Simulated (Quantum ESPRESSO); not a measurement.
Worked example: self-consistent single point of Mn3Si (Fm-3m, 4 atoms in the cell) in Quantum ESPRESSO.

Method of the run: PBEsol, SSSP 1.1.2 efficiency (PBE) pseudopotentials (plane waves; Quantum ESPRESSO).

```yaml
crystal:
  lattice:
    - [-2.82192, 0.00000, 2.82192]
    - [0.00000, 2.82192, 2.82192]
    - [-2.82192, 2.82192, 0.00000]
  atoms:
    - { symbol: Mn, position: [0.25000, 0.25000, 0.25000], spin: 4.0 }
    - { symbol: Mn, position: [0.75000, 0.75000, 0.75000], spin: 4.0 }
    - { symbol: Mn, position: [0.50000, 0.50000, 0.50000], spin: 4.0 }
    - { symbol: Si, position: [0.00000, 0.00000, 0.00000] }
```
(The spins are starting values, not results.)

Reference input (self-consistent single point, DFT, LDA (PZ), plane waves, GBRV 1.5 ultrasoft (LDA) pseudopotentials): ecutwfc = 50 Ry; ecutrho = 400 Ry; occupations = smearing; smearing = fd; degauss = 0.0073499 Ry; nspin = 2; potentials = {Mn: mn_lda_v1.5.uspp.F.UPF, Si: si_lda_v1.uspp.F.UPF}; K_POINTS = automatic 7 7 7 0 0 0; conv_thr = 1e-10 Ry; mixing_beta = 0.3. This run's input differs from it in these lines:

```diff
@@ -19,2 +19,3 @@
  starting_magnetization(1) = 0.267,
+ input_dft = 'pbesol',
 /
@@ -25,4 +26,4 @@
 ATOMIC_SPECIES
-Mn    54.9380  mn_lda_v1.5.uspp.F.UPF
-Si    28.0850  si_lda_v1.uspp.F.UPF
+Mn    54.9380  mn_pbe_v1.5.uspp.F.UPF
+Si    28.0850  Si.pbe-n-rrkjus_psl.1.0.0.UPF
 ATOMIC_POSITIONS {angstrom}
```

Output, abridged:

```
     Self-consistent Calculation

     iteration #  1     ecut=    50.00 Ry     beta= 0.30

     total energy              =    -643.24015676 Ry
     estimated scf accuracy    <       4.61335675 Ry

     total magnetization       =     5.00 Bohr mag/cell
     absolute magnetization    =     5.27 Bohr mag/cell

     iteration #  2     ecut=    50.00 Ry     beta= 0.30

     total energy              =    -643.88202816 Ry
     estimated scf accuracy    <       0.91504432 Ry

     total magnetization       =     6.58 Bohr mag/cell
     absolute magnetization    =     6.84 Bohr mag/cell

     iteration #  3     ecut=    50.00 Ry     beta= 0.30

   [... lines left out ...]

     iteration # 30     ecut=    50.00 Ry     beta= 0.30

     total energy              =    -644.28264365 Ry
     estimated scf accuracy    <          4.2E-10 Ry

     total magnetization       =     1.10 Bohr mag/cell
     absolute magnetization    =     3.89 Bohr mag/cell

     iteration # 31     ecut=    50.00 Ry     beta= 0.30

     Magnetic moment per site  (integrated on atomic sphere of radius R)
     atom   1 (R=0.179)  charge= 13.3536  magn= -0.6529
     atom   2 (R=0.179)  charge= 13.3536  magn= -0.6529
     atom   3 (R=0.179)  charge= 13.2784  magn=  2.3253
     atom   4 (R=0.179)  charge=  2.0977  magn=  0.0317
     End of self-consistent calculation

     the Fermi energy is    17.8350 ev

!    total energy              =    -644.28264365 Ry
     estimated scf accuracy    <          1.7E-11 Ry
     smearing contrib. (-TS)   =      -0.00851946 Ry
     internal energy E=F+TS    =    -644.27412419 Ry

     total magnetization       =     1.10 Bohr mag/cell
     absolute magnetization    =     3.89 Bohr mag/cell

     convergence has been achieved in  31 iterations

     Forces acting on atoms (cartesian axes, Ry/au):

     atom    1 type  1   force =     0.00000000   -0.00000000    0.00000000
   [... zero for the other atoms too ...]

     Total force =     0.000000     Total SCF correction =     0.000000

          total   stress  (Ry/bohr**3)                   (kbar)     P=      -93.07
  -0.00063267  -0.00000000  -0.00000000          -93.07       -0.00       -0.00
  -0.00000000  -0.00063267   0.00000000           -0.00      -93.07        0.00
  -0.00000000   0.00000000  -0.00063267           -0.00        0.00      -93.07

   JOB DONE.
```

The run converged in 31 iterations. Against the reference run the pressure goes from -17.71 to -9.31 GPa and the size of the net moment goes from 0.31 to 0.28 μB/atom.

The starting cell comes from a database of computed structures (which also holds hypothetical and non-ambient phases and stackings), without a prior relaxation at this level. The magnetic order is the one reached from the typed start; others were not searched systematically. With a pressure of about -9 GPa the cell is away from its equilibrium volume at this level.

Cost on one core of a shared machine: roughly 2 min.
